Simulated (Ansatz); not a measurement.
Reference: BeSe (F-43m), PBEsol with spin-orbit coupling, rigid bands (plane waves, PAW; Ansatz, a quantum-chemistry and plane-wave program); axes and stresses refer to this cell.

```
BeSe
1.0
    0.00000     2.56432     2.56432
    2.56432     0.00000     2.56432
    2.56432     2.56432     0.00000
Be Se
1 1
Direct
  0.00000   0.00000   0.00000
  0.25000   0.25000   0.25000
```

The Seebeck coefficient, p-type 1e19 cm⁻³ is 290 μV/K and the Seebeck coefficient, n-type 1e19 cm⁻³ comes out as -271 μV/K. The electron conductivity mass is 0.35 mₑ.

Change: biaxial stress xx = yy = -1 GPa (compression positive). What happens to Seebeck coefficient, p-type 1e19 cm⁻³, Seebeck coefficient, n-type 1e19 cm⁻³, electron conductivity mass?

Seebeck coefficient, p-type 1e19 cm⁻³ shrinks to 277 μV/K; Seebeck coefficient, n-type 1e19 cm⁻³ shrinks in size to -223 μV/K; electron conductivity mass moves little, to 0.36 mₑ.

Masses are for dilute carriers at 300 K, harmonic means over directions unless an axis is named. Seebeck coefficients are for the stated density at 300 K, with one relaxation time for all states and whether or not that doping can be reached. Stresses and pressures are the targets of the relaxation.  The structure type is held under load, also where the real crystal would transform.
